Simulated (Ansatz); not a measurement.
Consider Al in the fcc (Cu type) structure (space group Fm-3m, No. 225).

Al is modelled in the cubic space group Fm-3m (No. 225), the fcc (Cu type) structure, Pearson symbol cF4. Lattice parameters: a = 4.040 Å, b = 4.040 Å, c = 4.040 Å, α = 90.00°, β = 90.00°, γ = 90.00°. Al on 4a sees 12 Al at 2.857 Å (cuboctahedral). (Neighbours: up to the widest gap in distance over summed covalent radii, below 1.35, at either atom.)
(The calculation used a cell of 1 atom; values per cell refer to that cell.)

Level of theory: PBE (Ansatz, a first-principles code), without spin-orbit coupling.

Base values:

```
Quantity   Result
--------  -------
Pressure  0.0 GPa
```

The change: every lattice vector is shortened by 1.43 %; the atoms relax in the strained cell.

### Question
What happens to the pressure and energy relative to the base?

### Answer
The pressure goes from zero to 3.7 GPa; the energy rises by 7.6 meV/atom.

Stability against distortions was not tested.
